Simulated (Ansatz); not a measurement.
Consider HfS2 in the CdI2 type structure (space group P-3m1, No. 164; a = 3.606 Å, c = 5.768 Å; layered, stacked along the Cartesian z axis).

The values are results of PBE-D3(BJ) (Ansatz, a first-principles code; PAW; 420 eV plane waves; no SOC), not measurements.

For the base:

| Quantity | Result |
|---|---|
| Width of the top valence band | 2.10 eV |
| Smallest direct gap | 1.81 eV |
| Band gap | 0.85 eV |
| Density | 6.20 g/cm³ |

Perturbation: cell and atoms relaxed at a pressure of 0.7 GPa.

**Question.** Estimate the effect on the width of the top valence band, smallest direct gap, band gap and density.

**Answer.** The width of the top valence band grows by 0.10 eV to 2.20 eV; the smallest direct gap falls by 0.07 eV, from 1.81 eV to 1.74 eV; the band gap decreases by 0.105 eV (0.85 eV → 0.74 eV); the density rises by 0.124 g/cm³ to 6.33 g/cm³.

Spin-orbit coupling, missing from the scalar runs, can matter with Hf. Load acts through the strain it causes; cell and atoms are relaxed under it. Whether these cells are dynamically stable was not tested.
